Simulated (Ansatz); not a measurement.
TaRu3 (P-6m2, No. 187, 4 atoms in the cell; start mp-1217912), treated with LDA (Ansatz, an electronic-structure program, plane waves, PAW).

Numerical settings: plane-wave cutoff 520 eV, 24×24×6 k mesh (along the axes of the cell as run), Fermi–Dirac smearing 0.05 eV, no spin polarisation, scalar-relativistic PAW data made under PBE.

Cell (relaxed at this level):

```cif
data_Ru3Ta
_chemical_formula_sum 'Ta1 Ru3'
_space_group_name_H-M_alt 'P-6m2'
_space_group_IT_number 187
_space_group_name_Hall 'P -6 2'
_cell_length_a 2.72061
_cell_length_b 2.72061
_cell_length_c 8.82067
_cell_angle_alpha 90.000
_cell_angle_beta 90.000
_cell_angle_gamma 120.000
loop_
_atom_site_label
_atom_site_type_symbol
_atom_site_symmetry_multiplicity
_atom_site_Wyckoff_symbol
_atom_site_fract_x
_atom_site_fract_y
_atom_site_fract_z
_atom_site_occupancy
Ta1 Ta 1 a 0.00000 0.00000 0.00000 1
Ru1 Ru 1 b 0.00000 0.00000 0.50000 1
Ru2 Ru 2 i 0.66667 0.33333 0.26550 1
```

Question: What does this level give for the bulk modulus B0?

Answer: 
bulk modulus B0: 307 GPa

Note: the run has no spin polarisation, so it can have missed a magnetic state; the bulk modulus is −V dP/dV from two relaxed cells at ±2 % in volume; the relaxation could not lower the start's symmetry, so the cell can be a saddle point above a distorted one.

Spin–orbit coupling is not included.

Static lattice: no zero-point or thermal effects.

The result took about 2.5 core-minutes (a rough figure).

A start named mp-… is a Materials Project structure, which need not be a measured phase.
